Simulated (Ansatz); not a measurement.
The parent structure is Nb in the bcc (W type) structure (space group Im-3m, No. 229; a = 3.273 Å; relaxed with 0.1 eV smearing). Axes: x, y, z lie along the cube axes.

All numbers come from PBEsol (Ansatz, an electronic-structure program, PAW, no spin-orbit coupling).

One thing is altered: a pure shear with ε_xy = ε_yx = 0.0114, atoms relaxed at fixed cell.

Q: Predict the stress tensor and what it implies for the stiffness.

A: Stress of the strained cell less that of the base (GPa, compression positive):
```
    0.0    -0.3     0.0
   -0.3     0.0     0.0
    0.0     0.0     0.1
```

Then −Δσ/γ with γ = 2ε = 0.0228 gives relaxed-ion elastic constants: C66 ≈ 14 GPa.

No phonon test of stability was made. All final runs are without spin polarisation.
